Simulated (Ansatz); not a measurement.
The parent structure is CaO in the zinc blende structure (space group F-43m, No. 216; a = 5.2128 Å; a hypothetical phase, not in the database extracts checked). Axes: x, y, z lie along the cube axes.

Computed with Ansatz (an electronic-structure program), r2SCAN, PAW, cutoff 500 eV, no spin-orbit coupling.

Perturbation: every lattice vector is shortened by 1.71 %, atoms relaxed at fixed cell.

Q: Predict the stress tensor and what it implies for the stiffness.

A: Stress of the strained cell less that of the base (GPa, compression positive):
```
   4.74    0.00    0.00
   0.00    4.74    0.00
   0.00    0.00    4.74
```

Then B = −ΔP/(ΔV/V₀) with ΔV/V₀ = -0.0504 gives secant stiffness values (nonlinear terms included at this strain): B ≈ 94 GPa.

As a check, the harmonic strain energy −½ V₀ Δσ:ε is 13 meV/atom; the computed energy rise is 13 meV/atom.

Whether these cells are dynamically stable was not tested.
